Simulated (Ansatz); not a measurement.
ZnSe (model structure, started from the PtS type, P4₂/mmc, No. 131, 4 atoms in the cell): formation enthalpy by level of theory

No measured value is used here.

| level (code) | value (eV/atom) |
|---|---|
| PBE (Ansatz) | -0.258 |
| PBEsol (Ansatz) | (withheld) |
| PBE-D3(BJ) (Ansatz) | -0.180 |

**Question.** Fill in the missing entries.

**Answer.** 
- PBEsol (Ansatz, a quantum-chemistry and plane-wave program), value (eV/atom): -0.191

Each level is taken at its own relaxed cell. Ansatz's density-functional and Hartree–Fock values are scalar-relativistic unless marked +SOC, with PAW data made under PBE.

A model structure was made by putting elements into a prototype or built by hand; it is no filed structure, need not be a known phase, and can be a saddle point held by its symmetry.
